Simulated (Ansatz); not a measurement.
A relaxation of cell and atoms of ZnPt3 (Pm-3m, 4 atoms in the cell) with Ansatz (a program for electronic structure).

Computed with PBEsol, default PAW files made with PBE (plane waves; Ansatz).

The change in words: atoms on their sites; basis.ecutwfc: 30.9 Ry → 18.4 Ry; relax: default → cell and atoms. Reference geometry:
```
CELL_PARAMETERS angstrom
      3.91025     0.00000     0.00000
      0.00000     3.91025     0.00000
      0.00000     0.00000     3.91025
ATOMIC_POSITIONS crystal
  Zn 0.00000 0.00000 0.01279
  Pt 0.50000 0.50000 0.00000
  Pt 0.00000 0.50000 0.50000
  Pt 0.50000 0.00000 0.50000
```

Reference input (self-consistent single point, DFT, PBEsol, plane waves, default PAW files made with PBE): basis.ecutwfc = 30.9 Ry; kpoints.mp_grid.grid = 7 7 7; hamiltonian.xc = pbesol; hamiltonian.pseudopotentials = {kind: paw} (the program's default PAW files); scf.occupations.method = gaussian; scf.occupations.width = 0.0073 Ry. This run's input differs from it in these lines:

Ansatz 0.2 input:
```diff
@@ -7,3 +7,3 @@
   atoms:
-    - { symbol: Zn, position_ang: [0.000000, 0.000000, 0.050000] }
+    - { symbol: Zn, position_ang: [0.000000, 0.000000, 0.000000] }
     - { symbol: Pt, position_ang: [1.955123, 1.955123, 0.000000] }
@@ -12,3 +12,3 @@
 basis:
-  ecutwfc: 30.9 Ry
+  ecutwfc: 18.4 Ry
 kpoints:
@@ -20,2 +20,4 @@
   occupations: { method: gaussian, width: 0.0073 Ry }
+relax:
+  cell: {}
 output:
```

Output (repeated stretches shortened):

```
   [... SCF lines of the steps left out ...]
relax step   1: F+E_penalty+E_count = -40428.00826682 eV  Δ(F+E_penalty+E_count) = +0.000e0 eV  max|allowed force component| = 5.696e-28 eV/Å  Δτ_max = 0.0000 Å  P = +0.946 GPa  Ω = 59.788 Å³  (8 SCF iters, dr2 threshold 1.00e-7 eV, accepted)
relax step   2: F+E_penalty+E_count = -40427.60986834 eV  Δ(F+E_penalty+E_count) = +3.984e-1 eV  max|allowed force component| = 3.458e-29 eV/Å  Δτ_max = 0.0000 Å  P = -6.587 GPa  Ω = 60.368 Å³  energy of the carried Pulay correction = -3.882e-1 eV  [...]
   [... lines left out ...]
relax step 119: F+E_penalty+E_count = -40428.04964501 eV  Δ(F+E_penalty+E_count) = -6.630e-3 eV  max|allowed force component| = 1.975e-29 eV/Å  Δτ_max = 0.0000 Å  P = -0.030 GPa  Ω = 60.001 Å³  energy of the carried Pulay correction = +6.627e-3 eV  [...]
relax step 120: F+E_penalty+E_count = -40427.95723849 eV  Δ(F+E_penalty+E_count) = +9.241e-2 eV  max|allowed force component| = 1.269e-29 eV/Å  Δτ_max = 0.0000 Å  P = +0.260 GPa  Ω = 60.001 Å³  stress off target by 2.60e-1 GPa  SCF on the basis [...]
basis re-selected at this cell: Δ(F+E_penalty+E_count) = +9.241e-2 eV, ΔP = +0.290 GPa vs the last step
   [... lines left out ...]
Free energy (F): -40427.957238 eV
Fermi energy:    19.940670 eV
Error: variable-cell relaxation did not converge after 120 `relax_step` rows, as none of its last 49 fresh-basis SCF(s) at a relaxed cell met both thresholds with a finite energy. The last misses `relax.cell.stress_tol`: largest allowed force component 1.27e-29 eV/Å (`relax.f_tol` 1.00e-2 eV/Å), stress off the target on the free part of the cell 2.60e-1 GPa (`relax.cell.stress_tol` 5.00e-2 GPa), F+E_penalty+E_count -40427.95723849 eV. The closest is row 74, whose structure comes with this error. Larger ratio of force or stress to its threshold at each such SCF whose figures are numbers: 16.344, 6.135, 1.879, 1.401, 5.342, 1.708, 1.508, 5.087, 1.964, 1.741, 1.536, 5.208, 1.821, [...]
   [... lines left out ...]
to start a new deck from the relaxed geometry:
  cell:  # Å, volume = 60.0050 Å³
    - [3.9149763807320017, -1.4369242944451637e-33, -1.1675950287847616e-33]
    - [-1.3727266296322561e-33, 3.9149763807320017, 6.419766481290786e-35]
    - [-1.2317926935976694e-33, 6.419766481290786e-35, 3.9149763807320017]
  atoms:
    - { symbol: Zn, position: [-1.938523373023762e-46, -5.503224920860295e-47, 2.3914384923717215e-48] }
    - { symbol: Pt, position: [0.5, 0.5, 3.083301369562357e-47] }
    - { symbol: Pt, position: [5.668399397163529e-47, 0.5, 0.5] }
    - { symbol: Pt, position: [0.5, -9.408399055995538e-47, 0.5] }
```

The relaxation ended unconverged.  The full log also holds: “iter 5 did not close the SCF: its close was put off for the readings that it lacked (scf_convergence_deferred on its scf_iter line)”. The full log also holds: “iter 4 did not close the SCF: its close was put off for the readings that it lacked (scf_convergence_deferred on its scf_iter line)”.

The starting cell comes from a database of computed structures (which also holds hypothetical and non-ambient phases and stackings), without a prior relaxation at this level. Its lattice was rescaled by up to half a per cent. The cutoff lies below the one recommended for these files.

Cost on one core of a shared machine: roughly 3 min.
